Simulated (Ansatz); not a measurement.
Take BN in the wurtzite structure (space group P6_3mc, No. 186; a = 2.541 Å, c = 4.203 Å) as the base.

Calculations: PBEsol/PAW in Ansatz (a quantum-chemistry and plane-wave program), no spin-orbit coupling.

Strains are applied to the cell and any free atomic positions relax.

One change was made to it. Results:

```json
[
 {"quantity": "band gap", "base": "4.96 eV", "after": "4.88 eV"},
 {"quantity": "electron mass", "base": "0.30 mₑ along c, 0.50 mₑ across (at K)", "after": "0.29 mₑ along c, 0.48 mₑ across (at K)"},
 {"quantity": "width of the top valence band", "base": "5.49 eV", "after": "5.69 eV"}
]
```

Task: Which of these changes matches the shifts?
A. isotropic strain −1.20 %
B. isotropic strain −0.60 %
C. isotropic strain −3.00 %

Result: A, isotropic strain −1.20 %. For comparison, the band gap in the other runs: isotropic strain −3.00 % gives 4.75 eV; isotropic strain −0.60 % gives 4.92 eV.

Masses are band curvatures over ±0.01 Å⁻¹ around the edge. Gaps are Kohn–Sham eigenvalue differences; semilocal functionals usually give less than the measured gap. Stability against distortions was not tested.
